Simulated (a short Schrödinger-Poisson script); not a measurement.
System: symmetric double-gate stack, HfO2 on p-type GaN, at 77 K.

```csv
layer,material,thickness (nm),Na (cm⁻³)
1,HfO2,5.2,-
2,GaN,10,6e15
3,HfO2,5.2,-
```

The device is made up for the run: typed textbook-type constants, with dimensions and the other settings drawn at random. HfO2: permittivity 22, conduction-band edge (eV) 1.6, gap (eV) 5.7, electron mass (mₑ) 0.2. GaN: permittivity 9.5, conduction-band edge (eV) 0, gap (eV) 3.43, Nv at 300 K (cm⁻³) 4.6e19.

Channel valleys (confinement mass, in-plane density-of-states mass, number): Γ 0.2, 0.2, 1. At the gates, both at one voltage, the conduction-band edge of layer 1 lies 2.22 eV − eVg above the Fermi level of the channel. Gaps are held at their typed values at every temperature. Mesh 0.03 nm at interfaces.

From a short Schrödinger-Poisson script (our own, NumPy): 1D Poisson equation in equilibrium, electrons classical, Boltzmann, parabolic valleys, classical holes, full ionisation, no traps, pinning or gate leakage.

The same stack at other levels of the model or other numerical settings:

```tsv
run	sheet density of all electrons at Vg = 1.3 V (cm⁻²)	sheet density of all electrons at Vg = 0.7 V (cm⁻²)	capacitance of both gates at Vg = 1.3 V (μF/cm²)	rough cost against the base
base	2.87e13	2.39e12	7.27	about 1
electrons treated as classical, Fermi-Dirac	1.79e13	1.66e12	4.62	3
electrons treated as quantum, Hartree	1.40e13	1.03e12	3.85	10
electrons treated as quantum, Hartree plus LDA exchange-correlation	1.51e13	1.38e12	4.00	20
mesh six times as coarse	2.73e13	2.32e12	6.86	about 1
```

The classical rows ignore confinement, and Boltzmann statistics overrate the density once the band edge passes the Fermi level.

In real p-type GaN the Mg acceptor is only partly ionised, and so wide a gap doesn't supply an inversion layer without source and drain.
